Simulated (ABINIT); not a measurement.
## A self-consistent single point of Li (Im-3m, 1 atom in the cell) with ABINIT

Level of theory: PBEsol, PAW (JTH v2.0 PBE PAW, files made for PBE) (plane waves; ABINIT).

This input was run:

```
# Li, JTH v2.0 PBE PAW
pp_dirpath "./"
pseudos "Li.GGA_PBE-JTH.xml"
acell 3*1.0
rprim
        -3.3074648037    3.3074648037    3.3074648037
         3.3074648037   -3.3074648037    3.3074648037
         3.3074648037    3.3074648037   -3.3074648037
natom 1
ntypat 1
znucl 3
typat 1
xcart
         0.0000000000    0.0000000000    0.0000000000
      Angstrom
ecut 20
pawecutdg 40
pawxcdev 0
ixc -116133
occopt 7
tsmear 0.00367493
nband 7
kptopt 1
ngkpt 7 7 7
nshiftk 1
shiftk 0 0 0
nstep 60
tolvrs 1.0e-10
prtwf 0
prtden 0
```

Log, with long lists cut:

```
 Symmetries : space group Im -3 m (#229); Bravais cI (body-center cubic)

 -outvars: echo values of preprocessed input variables --------
            acell      1.0000000000E+00  1.0000000000E+00  1.0000000000E+00 Bohr
             ecut      2.00000000E+01 Hartree
              ixc     -116133
         kptrlatt        7    0    0      0    7    0      0    0    7
          kptrlen      4.01008796E+01
            natom           1
            nband           7
            ngfft          24      24      24
          ngfftdg          36      36      36
             nkpt          20
            nstep          60
             nsym          48
           ntypat           1
           occopt           7
        pawecutdg      4.00000000E+01 Hartree
         pawxcdev           0
            rprim     -3.3074648037E+00  3.3074648037E+00  3.3074648037E+00
                       3.3074648037E+00 -3.3074648037E+00  3.3074648037E+00
                       3.3074648037E+00  3.3074648037E+00 -3.3074648037E+00
          spgroup         229
           tolvrs      1.00000000E-10
           tsmear      3.67493000E-03 Hartree
            typat      1
           useylm           1
            znucl        3.00000

== DATASET  1 ==================================================================

 Real(R)+Recip(G) space primitive vectors, cartesian coordinates (Bohr,Bohr^-1):
 R(1)= -3.3074648  3.3074648  3.3074648  G(1)=  0.0000000  0.1511732  0.1511732
 R(2)=  3.3074648 -3.3074648  3.3074648  G(2)=  0.1511732  0.0000000  0.1511732
 R(3)=  3.3074648  3.3074648 -3.3074648  G(3)=  0.1511732  0.1511732  0.0000000
 Unit cell volume ucvol=  1.4472571E+02 bohr^3
 Angles (23,13,12)=  1.09471221E+02  1.09471221E+02  1.09471221E+02 degrees

 Coarse grid specifications (used for wave-functions):

 getcut: wavevector=  0.0000  0.0000  0.0000  ngfft=  24  24  24
         ecut(hartree)=     20.000   => boxcut(ratio)=   2.08102

 Fine grid specifications (used for densities):

 getcut: wavevector=  0.0000  0.0000  0.0000  ngfft=  36  36  36
         ecut(hartree)=     40.000   => boxcut(ratio)=   2.20725

   1.71693665E+01                                ecore*ucvol(ha*bohr**3)

_setup2: Arith. and geom. avg. npw (full set) are     617.781     617.752

--- !BeginCycle
solver: {iscf: 17, nstep: 60, nline: 4, wfoptalg: 10, }
tolerances: {tolvrs: 1.00E-10, }
...

     iter   Etot(hartree)      deltaE(h)  residm     nres2
 ETOT  1  -7.4461068657247    -7.446E+00 6.509E-01 3.823E-01
 ETOT  2  -7.4593722812251    -1.327E-02 2.308E-02 6.354E-02
 ETOT  3  -7.4591469770631     2.253E-04 1.714E-03 2.638E-02
 ETOT  4  -7.4590733792161     7.360E-05 3.764E-05 3.095E-05
 ETOT  5  -7.4590736093055    -2.301E-07 1.262E-05 6.681E-05
 ETOT  6  -7.4590733133655     2.959E-07 1.007E-06 1.802E-06
 ETOT  7  -7.4590733041812     9.184E-09 5.609E-08 1.220E-08
 ETOT  8  -7.4590733034112     7.700E-10 4.539E-09 1.915E-09
 ETOT  9  -7.4590733032395     1.717E-10 1.503E-09 5.849E-10
 ETOT 10  -7.4590733031496     8.992E-11 5.615E-10 4.518E-10
 ETOT 11  -7.4590733031583    -8.772E-12 5.224E-11 4.318E-13

 At SCF step   11       nres2   =  4.32E-13 < tolvrs=  1.00E-10 =>converged.

 Cartesian components of stress tensor (hartree/bohr^3)
  sigma(1 1)=  4.19940733E-05  sigma(3 2)=  0.00000000E+00
  sigma(2 2)=  4.19940733E-05  sigma(3 1)=  0.00000000E+00
  sigma(3 3)=  4.19940733E-05  sigma(2 1)=  0.00000000E+00

 ----iterations are completed or convergence reached----

 reduced coordinates (array xred) for    1 atoms
       0.000000000000      0.000000000000      0.000000000000
 cartesian forces (eV/Angstrom) at end:
    1     -0.00000000000000    -0.00000000000000    -0.00000000000000
 frms,max,avg= 0.0000000E+00 0.0000000E+00   0.000E+00  0.000E+00  0.000E+00 e/A
 length scales=  1.000000000000  1.000000000000  1.000000000000 bohr
              =  0.529177208590  0.529177208590  0.529177208590 angstroms
 Fermi (or HOMO) energy (hartree) =  -0.00911   Average Vxc (hartree)=  -0.24709
 Eigenvalues (hartree) for nkpt=  20  k points:
 kpt#   1, nband=  7, wtk=  0.00292, kpt=  0.0000  0.0000  0.0000 (reduced coord)
  -1.69997   -0.13712    0.50913    0.50913    0.50913    0.67988    0.67988
      occupation numbers for kpt#   1
   2.00000    2.00000    0.00000    0.00000    0.00000    0.00000    0.00000
 prteigrs : prtvol=0 or 1, do not print more k-points.

--- !EnergyTerms
comment             : Components of total free energy in Hartree
kinetic             :  1.52029759700350E+00
hartree             :  1.51567131766157E+00
xc                  : -5.92888264428993E-01
Ewald energy        : -2.47569535803835E+00
psp_core            :  1.18633839656838E-01
local_psp           : -3.49093185526817E+00
spherical_terms     : -4.05404540616273E+00
internal            : -7.45895812957633E+00
'-kT*entropy'       : -1.15308652976497E-04
total_energy        : -7.45907343822931E+00
total_energy_eV     : -2.02971710567588E+02
...

-Cartesian components of stress tensor (GPa)         [Pressure= -1.2355E+00 GPa]
- sigma(1 1)=  1.23550809E+00  sigma(3 2)=  0.00000000E+00
- sigma(2 2)=  1.23550809E+00  sigma(3 1)=  0.00000000E+00
- sigma(3 3)=  1.23550809E+00  sigma(2 1)=  0.00000000E+00

 Calculation completed.
```

The run converged in 11 iterations.

The starting cell has typed, rounded lattice constants, without a prior relaxation at this level. Its lattice was rescaled by up to half a per cent. The potentials were made for another functional than the one used.
